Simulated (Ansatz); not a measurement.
Take Be2C (space group Fm-3m, No. 225) as the base.

```yaml
crystal:
  lattice:
    - [0.00000, 2.15532, 2.15532]
    - [2.15532, 0.00000, 2.15532]
    - [2.15532, 2.15532, 0.00000]
  atoms:
    - { symbol: Be, position: [0.25000, 0.25000, 0.25000] }
    - { symbol: Be, position: [0.75000, 0.75000, 0.75000] }
    - { symbol: C, position: [0.00000, 0.00000, 0.00000] }
```

Cartesian axes are those of the cell as printed.

Computed with plane-wave PAW DFT at the PBEsol level (Ansatz, a quantum-chemistry and plane-wave program, 420 eV), no spin-orbit coupling.

One thing is altered: the cell is compressed by 1.50 % along z with no lateral relaxation; the atoms relax in the strained cell.

Problem. Predict the new stress.

Solution. The stress (xx, yy, zz, yz, xz, xy; compression positive) amounts to (0.34, 0.34, 8.97, 0.00, 0.00, 0.00) GPa.

Stability against distortions was not tested.
